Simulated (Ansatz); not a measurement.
A 32-atom cell of Cd(Se,Te) started in the zinc blende structure, site fractions Se 0.125, Te 0.875, short-range order -0.05 among the nearest mixed sites (0 is random, a negative value favours unlike neighbours), space group Fmm2 at the end, an ordered arrangement that its symmetry holds. The mixed sublattice has 16 sites.

The mixing enthalpy is taken against the end members in the zinc blende type (which need not be the stable form of CdSe), relaxed in the same cell and mesh.

The numbers are results of PBE (plane waves to 420 eV, PAW; Ansatz, a quantum-chemistry and plane-wave program), not measurements. Scalar-relativistic, without spin–orbit coupling; with elements this heavy it can move edges by tenths of an eV. Its k-point mesh 3×3×3, Fermi–Dirac width 0.01 eV.

| cell | energy at zero smearing (eV) |
|---|---|
| CdSe | -219596.740 |
| CdTe | -243765.424 |
| Cd8SeTe7 | -240744.205 |

Problem. Work out the mixing enthalpy per mixed site and the interaction parameter Ω of a regular solution.

Solution. With x = 14/16 of the second end member, ΔH = [-240744.205 − 2/16 × (-219596.740) − 14/16 × (-243765.424)] / 16 = 8.3 meV against the separate end members. Ω = ΔH / x(1 − x) = 76 meV.
